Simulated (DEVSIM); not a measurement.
Structure: Mo/SiO2/p-GaAs capacitor, at 300 K.

Layer 1 from the left is SiO2, thickness (nm) 2.80. Layer 2 from the left is GaAs, thickness (nm) 1200, Na (cm⁻³) 1.4e16.

Metal gate on the left, work function 4.6 eV. Fixed charge at the semiconductor interface -3.4e10 cm⁻² (in units of +e); no interface traps.

Constants are typed, rounded textbook-type inputs, not results; the design itself was drawn at random and stands for no fabricated device. Values at 300 K.

SiO2: gap (eV) 9, affinity (eV) 0.9, permittivity 3.9. GaAs: gap (eV) 1.424, affinity (eV) 4.07, permittivity 12.9, Nc (cm⁻³) 4.7e17, Nv (cm⁻³) 9e18.

Question: Estimate by hand the flat-band voltage, the threshold voltage, and compare with a numerical solution.

Answer: 
- Flat-band voltage: C = 1.23 μF/cm², work-function difference -0.727 V; VFB = φms − qNf/C = -0.72 V; numerical -0.72 V.
- Threshold voltage: φF = 0.583 V, depletion charge √(4εqNφF) = 7.73e-8 C/cm²; VT = VFB + 2φF + Qd/C = 0.51 V; numerical 0.51 V.

DEVSIM, 1D Poisson equation in equilibrium, Boltzmann statistics, complete ionisation; no quantum confinement or tunnelling. Metal contacts follow the ideal Schottky-Mott rule: no Fermi-level pinning, no interface dipoles.
